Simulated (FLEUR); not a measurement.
Checking a run of FLEUR on MgO (Fm-3m, 2 atoms in the cell). The aim is a self-consistent single point with DFT, LDA (Perdew-Zunger), all-electron FLAPW (FLEUR), scalar-relativistic valence.

Cell that was meant: a = 2.9656 Å, b = 2.9656 Å, c = 2.9656 Å, α = 60.00°, β = 60.00°, γ = 60.00°.

Part of the input:

```xml
   </cell>
   <atomSpecies>
      <species name="Magnesium (Mg)" element="Mg" atomicNumber="12">
         <mtSphere radius="1.07" gridPoints="685" logIncrement="0.016"/>
         <atomicCutoffs lmax="8" lnonsphr="6"/>
         <electronConfig flipSpins="F">
            <coreConfig>(1s1/2)</coreConfig>
[...]
         <lo type="SCLO" l="1" n="2" eDeriv="0"/>
      </species>
      <species name="Oxygen (O)" element="O" atomicNumber="8">
         <mtSphere radius="0.92" gridPoints="593" logIncrement="0.018"/>
         <atomicCutoffs lmax="6" lnonsphr="4"/>
         <electronConfig flipSpins="F">
            <coreConfig>(1s1/2)</coreConfig>
```

The program printed (abridged):

```
      Welcome to FLEUR        (www.flapw.de)
      MaX-Release 8.1          (www.max-centre.eu)

 ========== k-point set info ==========
 Selected k-point list: default-1
 k-point list type: mesh
 9 x 9 x 9
 Number of k points: 35

 ------------Calculation Setup---------------------------
           1           5           7          35
 Number of basis functions:          165
 Iteration:     1   Distance:      37.76603742 me/bohr^3
 Iteration:     2   Distance:      35.68618704 me/bohr^3
 Iteration:     3   Distance:       7.76044475 me/bohr^3
 Iteration:     4   Distance:       1.93317469 me/bohr^3
 Iteration:     5   Distance:       1.53426600 me/bohr^3
   [... 4 lines left out ...]
 Iteration:    10   Distance:       0.00067623 me/bohr^3
 Iteration:    11   Distance:       0.00006779 me/bohr^3
 Iteration:    12   Distance:       0.00001473 me/bohr^3
 Iteration:    13   Distance:       0.00000057 me/bohr^3
 Run finished successfully
 Stop message:
   Structural relaxation: Done

[file out, last iteration]
             iter=     14
[...]
          total density-effective poten   -4.1365395037E+02
          total charge density-energy d   -2.3574735721E+01
 Updated energy parameters for spin:           1
[...]
 fermi energy and band-weighting factors:

[...]
FERMIE:
          first approx. to ef    (T=0)  :   0.259660 htr   (energy of the highest occ. eigenvalue)
          number of occ. states  (T=0)  :        280
          first approx. to seigv (T=0)  : -11.537012 htr
          sum of weights of occ. states :   8.000000
          sum of semicore charge        :   0.000000 e
          fermi energy=   0.26374 har   work function=  -7.17683 ev
   [... lines left out ...]
          total moment                 =     0.00000
 Direct bandgap for spin            1 :   0.11488051819964434       Htr
 ---->    free energy=                      -273.3446196668 htr
   [... lines left out ...]
 ---->    total electron energy=            -273.3446196668 htr
 ***** TOTAL FORCES ON ATOMS *****
 TOTAL FORCE FOR ATOM TYPE=  1  X=  0.000   Y=  0.000   Z=  0.000
                       FX_TOT= 0.000000 FY_TOT= 0.000000 FZ_TOT= 0.000000
 TOTAL FORCE FOR ATOM TYPE=  2  X=  3.963   Y=  3.963   Z=  3.963
                       FX_TOT= 0.000000 FY_TOT= 0.000000 FZ_TOT= 0.000000
 Structural relaxation: Done
```

FLEUR gives forces in its relaxation mode, with a further iteration, so its stop message speaks of a relaxation.

Problem. Can these results be used? Check the input.

Solution. The run is not sound. The fault is muffin-tin spheres that are too small. Small spheres let core charge leak out and need a larger plane-wave cutoff. To fix it, use nearly touching spheres. The run converged in 13 iterations without an error; against the sound input the free energy goes up by 15.2 eV/atom and the gap on the mesh goes from 4.872 to 3.126 eV.

An input that runs soundly differs in these lines (not the only fix; some lines may just follow from the change or write a value another way):
```diff
-         <mtSphere radius="1.07" gridPoints="685" logIncrement="0.016"/>
+         <mtSphere radius="1.94" gridPoints="685" logIncrement="0.016"/>
-         <mtSphere radius="0.92" gridPoints="593" logIncrement="0.018"/>
+         <mtSphere radius="1.68" gridPoints="593" logIncrement="0.018"/>
```

With that input, the run converged in 14 iterations: free energy E − TS -7468.4888 eV; top of the valence band (on the code's own zero) 4.87 eV; gap on the k-point mesh 4.87 eV (DFT, LDA (Perdew-Zunger), all-electron FLAPW (FLEUR), scalar-relativistic valence).

On the sound input: the starting cell comes from a database of computed structures (which also holds hypothetical and non-ambient phases and stackings), without a prior relaxation at this level. Values depend on the basis (sphere radii, cutoffs, local orbitals), which need not be converged.
